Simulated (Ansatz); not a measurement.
Several settings converged on LaNi2Ge2 (I4mm, 5 atoms in the cell)

```xyz
5
Lattice="-2.0984 2.0984 4.9556 2.0984 -2.0984 4.9556 2.0984 2.0984 -4.9556" Properties=species:S:1:pos:R:3 pbc="T T T"
La     0.0000     0.0000     0.0500
Ni     2.0984     0.0000     2.4778
Ni     0.0000     2.0984     2.4778
Ge     0.0000     0.0000     6.3096
Ge     0.0000     0.0000     3.6016
```

Base method: LDA (PW92), default PAW files made with PBE (plane waves; Ansatz, a quantum-chemistry and plane-wave program).

Base settings: basis.ecutwfc = 30.9 Ry; kpoints.mp_grid.grid = 9 9 9; hamiltonian.xc = lda; hamiltonian.pseudopotentials = {kind: paw} (the program's default PAW files); scf.occupations.method = gaussian; scf.occupations.width = 0.0073 Ry.

The count of work is k-points × plane waves × bands × iterations; it is no time. 

**The k-point mesh**

The second cell is the first with its lattice scaled by 0.98.

Only quantities that move along the ladder and can be compared are tabulated.

| kpoints.mp_grid.grid | free energy less the last step's (meV/atom) | energy of the compressed cell less the first (meV/atom) | pressure (GPa) | largest difference of a force vector from the last step's (eV/Å) | count of work / last |
|---|---|---|---|---|---|
| 2 2 2 | -106.03 | -43.27 | -10.01 | 0.316 | 0.016 |
| 3 3 3 | 27.22 | -22.65 | -6.93 | 0.067 | 0.025 |
| 4 4 4 | 19.34 | -21.20 | -6.74 | 0.163 | 0.053 |
| 6 6 6 | -0.65 | -22.49 | -6.92 | 0.019 | 0.12 |
| 9 9 9 | 0.10 | -22.51 | -6.93 | 0.010 | 0.31 |
| 14 14 14 | 0.00 | -22.51 | -6.93 | 0.000 | 1.0 |

Coarsest kpoints.mp_grid.grid that holds the pressure within 0.1 GPa of the last step, with all finer ones: 6 6 6, at 0.12 of the last step's count of work; the step before is off by 0.19 GPa.

Coarsest kpoints.mp_grid.grid that holds the free energy within 5 meV/atom of the last step, with all finer ones: 6 6 6, at 0.12 of the last step's count of work; the step before is off by 19 meV/atom.

Coarsest kpoints.mp_grid.grid that holds the energy of the compressed cell less the first within 2 meV/atom of the last step, with all finer ones: 3 3 3, at 0.025 of the last step's count of work; the step before is off by 21 meV/atom.

**The k-point mesh at a smearing width of 0.02 eV**

In this ladder: scf.occupations.width = 0.0015 Ry.

Only quantities that move along the ladder and can be compared are tabulated.

| kpoints.mp_grid.grid | free energy less the last step's (meV/atom) | pressure (GPa) | largest difference of a force vector from the last step's (eV/Å) | count of work / last |
|---|---|---|---|---|
| 4 4 4 | 21.89 | -6.67 | 0.318 | 0.024 |
| 6 6 6 | -0.87 | -6.92 | 0.016 | 0.062 |
| 8 8 8 | 0.55 | -6.91 | 0.040 | 0.12 |
| 18 18 18 | 0.00 | -6.94 | 0.000 | 1.0 |

Coarsest kpoints.mp_grid.grid that holds the free energy within 5 meV/atom of the last step, with all finer ones: 6 6 6, at 0.062 of the last step's count of work; the step before is off by 22 meV/atom.

Coarsest kpoints.mp_grid.grid that holds the forces within 0.02 eV/Å: not settled: the last two steps still differ by 0.040 eV/Å, over half the tolerance, so the ladder does not show it.

Coarsest kpoints.mp_grid.grid that holds the pressure within 0.1 GPa of the last step, with all finer ones: 6 6 6, at 0.062 of the last step's count of work; the step before is off by 0.27 GPa.

**The k-point mesh at a smearing width of 0.3 eV**

In this ladder: scf.occupations.width = 0.022 Ry.

Only quantities that move along the ladder and can be compared are tabulated.

| kpoints.mp_grid.grid | free energy less the last step's (meV/atom) | pressure (GPa) | largest difference of a force vector from the last step's (eV/Å) | count of work / last |
|---|---|---|---|---|
| 4 4 4 | 10.20 | -6.66 | 0.034 | 0.031 |
| 6 6 6 | 0.32 | -6.85 | 0.009 | 0.062 |
| 8 8 8 | -0.13 | -6.85 | 0.002 | 0.12 |
| 18 18 18 | 0.00 | -6.85 | 0.000 | 1.0 |

Coarsest kpoints.mp_grid.grid that holds the pressure within 0.05 GPa of the last step, with all finer ones: 6 6 6, at 0.062 of the last step's count of work; the step before is off by 0.19 GPa.

Coarsest kpoints.mp_grid.grid that holds the forces within 0.005 eV/Å of the last step, with all finer ones: 8 8 8, at 0.12 of the last step's count of work; the step before is off by 0.009 eV/Å.

Coarsest kpoints.mp_grid.grid that holds the free energy within 2 meV/atom of the last step, with all finer ones: 6 6 6, at 0.062 of the last step's count of work; the step before is off by 10 meV/atom.

On the base run: the starting cell comes from a database of computed structures (which also holds hypothetical and non-ambient phases and stackings), without a prior relaxation at this level. Its lattice was rescaled by up to half a per cent. One atom was moved a little off its site on purpose. Spin polarisation is off. In the base run, with a pressure of about -7 GPa the cell is away from its equilibrium volume at this level. Ansatz's pressure includes its estimate of the finite-basis (Pulay) stress.

Keys are those of Ansatz 0.2.
